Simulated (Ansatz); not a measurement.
```xyz
4
Lattice="-1.7197 1.7197 5.7969 1.7197 -1.7197 5.7969 1.7197 1.7197 -5.7969" Properties=species:S:1:pos:R:3 pbc="T T T"
Nb     0.0000     0.0000     8.6866
Nb     1.7197     0.0000     5.7881
As     0.0000     0.0000     1.9450
As     0.0000     1.7197     4.8434
```

These are PBEsol, rigid bands (plane waves, PAW, scalar-relativistic; Ansatz, a first-principles code) values and carry that method's errors. Geometry: cell and atoms relaxed with PBEsol.

Task: Is this a good metal at this level?

Result: No. No gap is resolved, and few carriers conduct, as in a semimetal or a zero-gap semiconductor. N(E_F) = 0.173 states/eV a cell at 300 K and the Drude plasma energy along the best axis is 1.29 eV, several times under that of a simple or noble metal.

Spin-orbit coupling is left out; it can open or close a small gap.

Formula and space group known from diffraction (Crystallography Open Database), not checked to be the room-temperature form: NbAs (I4_1md).
